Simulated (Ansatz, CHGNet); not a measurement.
Equilibrium volume per atom of C11b WSi2 at several levels of theory

No measured value is used here.

```csv
level (code),value (Å³/atom)
CHGNet 0.3.0 (CHGNet),13.63
LDA (Ansatz),13.14
PBE (Ansatz),13.67
rVV10 (Ansatz),___
r²SCAN (Ansatz),13.42
```

Task: Fill in the missing entries.

Result: 
- rVV10 (Ansatz, a quantum-chemistry and plane-wave program), value (Å³/atom): 13.82

Density-functional levels without +SOC have no spin–orbit coupling. Cutoffs differ between the levels. Ansatz's density-functional and Hartree–Fock values are scalar-relativistic unless marked +SOC, with PAW data made under PBE.

Machine-learned potentials (CHGNet 0.3.0) are trained on DFT data, which may include these solids.
